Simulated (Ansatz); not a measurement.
The parent structure is HgSe in the zinc blende structure (space group F-43m, No. 216; a = 6.063 Å). Axes: x, y, z lie along the cube axes.

All numbers come from Ansatz (a quantum-chemistry and plane-wave program) LDA, no SOC.

Strains are applied to the cell and any free atomic positions relax.

One change was made to it. Results:

| quantity | base | after |
|---|---|---|
| energy relative to the base (free energy F) | 0 meV/atom | +5.5 meV/atom |
| pressure (mean of the normal stresses, compression positive) | 0.0 GPa | 1.9 GPa |

Q: Which change produced these results?
A) uniaxial strain ε_zz = +1.50 %
B) uniaxial strain ε_zz = +2.00 %
C) uniaxial strain ε_zz = −3.00 %
D) uniaxial strain ε_zz = −1.50 %

A: C, uniaxial strain ε_zz = −3.00 %. For comparison, the energy relative to the base in the other runs: uniaxial strain ε_zz = −1.50 % gives +1.4 meV/atom; uniaxial strain ε_zz = +2.00 % gives +2.3 meV/atom; uniaxial strain ε_zz = +1.50 % gives +1.3 meV/atom.

The mesh was chosen for an insulator and is coarse for the gapless case. No phonon test of stability was made. The final runs are not spin-polarised.
